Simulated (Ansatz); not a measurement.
System: PtTe₂ (model structure, started from the rutile type, P4₂/mnm, No. 136, 6 atoms in the cell). Method: LDA in Ansatz (PAW).

Input:

Ansatz 0.2 input:
```yaml
crystal:
  lattice:
    - [6.1431201603, 0.0, 0.0]
    - [0.0, 6.1431201603, 0.0]
    - [0.0, 0.0, 4.2201870252]
  atoms:
    - { symbol: Pt, position: [0.0, 0.0, 0.0] }
    - { symbol: Pt, position: [0.5, 0.5, 0.5] }
    - { symbol: Te, position: [0.3076462273, 0.3076462273, 0.0] }
    - { symbol: Te, position: [0.8076462273, 0.1923537727, 0.5] }
    - { symbol: Te, position: [0.1923537727, 0.8076462273, 0.5] }
    - { symbol: Te, position: [0.6923537727, 0.6923537727, 0.0] }
basis:
  ecutwfc: 520
  ecutrho_ratio: 4
  xc_grid: 2
kpoints:
  mp_grid: { grid: [8, 8, 12] }
hamiltonian:
  xc: lda
  dispersion: none
  pseudopotentials: { kind: paw }
scf:
  occupations: { method: fermi_dirac, width: 0.05 }
output:
  forces: true
  stress: true
  eigenvalues: true
relax:
  f_tol: 0.004
  escape_saddle: false
  max_steps: 80
  cell: { stress_tol: 0.02, fix: [volume] }
```

Output (set-up and result lines):

```
Relaxation: its limit of steps is 80 (relax.max_steps)
Crystal: 6 atoms, lattice volume = 159.261 Å³
Basis set: ecut = 520 eV, 4283 PW (Γ), exchange–correlation on 96×96×64 points (8 copies of the dense FFT grid, shifted against one another)
Bands: 60, of which v1, the nominal top of the filled ones, is band 50 counted from 1 (49 counted from 0)
Symmetry: 16 space group operations
Space group: P42/mnm (ITA 136), of the structure as read, at distance tolerance 5.4e-5 Å
k-points: 105 of 768
Functional: x = slater, c = lda
SCF iter   1: F=—  HF=-51799.300115 eV  |F-HF|=—  |Δ(HF+E_count)|=         —  Δρ=5.44e-3  dr2=1.91e-2
SCF iter   2: F=—  HF=-51799.294027 eV  |F-HF|=—  |Δ(HF+E_count)|=   6.09e-3  Δρ=2.93e-3  dr2=7.40e-3
  ...
SCF 1 converged in 7 iterations: F = -51799.291980 eV  dr2 = 7.19e-8
Crystal: 6 atoms, lattice volume = 159.261 Å³
Initial density: handed on by an earlier stage of this run
SCF 2 converged in 6 iterations: F = -51799.293041 eV  dr2 = 3.21e-9
Crystal: 6 atoms, lattice volume = 159.261 Å³
SCF 3 converged in 6 iterations: F = -51799.293157 eV  dr2 = 1.36e-10
Crystal: 6 atoms, lattice volume = 159.261 Å³
Basis set: ecut = 520 eV, 4299 PW (Γ), exchange–correlation on 96×96×64 points (8 copies of the dense FFT grid, shifted against one another)
SCF 4 converged in 6 iterations: F = -51799.293181 eV  dr2 = 3.99e-11
Crystal: 6 atoms, lattice volume = 159.261 Å³
SCF iter   7: F=-51799.293180 eV  HF=-51799.293180 eV  |F-HF|=2.18e-11  |Δ(HF+E_count)|=  7.28e-12  Δρ=4.75e-9  dr2=2.50e-14
SCF iter   8: F=-51799.293180 eV  HF=-51799.293180 eV  |F-HF|=0.00e0  |Δ(HF+E_count)|=  2.18e-11  Δρ=2.45e-9  dr2=7.64e-15
SCF 5 converged in 8 iterations: F = -51799.293180 eV  dr2 = 7.64e-15
SCF converged after 8 iterations
Free energy (F): -51799.293180 eV
Internal energy: -51799.239593 eV  (E = F + TS)
E sigma→0 (E₀):  -51799.266387 eV
Fermi energy:    11.525550 eV
--- Stress (GPa, compression-positive) ---
       -1.714484      -0.000000      -0.000000
       -0.000000      -1.714484      -0.000000
       -0.000000      -0.000000      -1.738233
  P = ⅓ Tr σ = -1.7224 GPa (-17.224 kbar)
```

The cell is one volume of an energy–volume scan, off the minimum.

The PAW data were made under PBE.

Note: the relaxation could raise the start's symmetry but not lower it, so the cell can be a saddle point.

A model structure was made by putting elements into a prototype or built by hand; it is no filed structure, need not be a known phase, and can be a saddle point held by its symmetry.

Ansatz is a quantum-chemistry and plane-wave program.
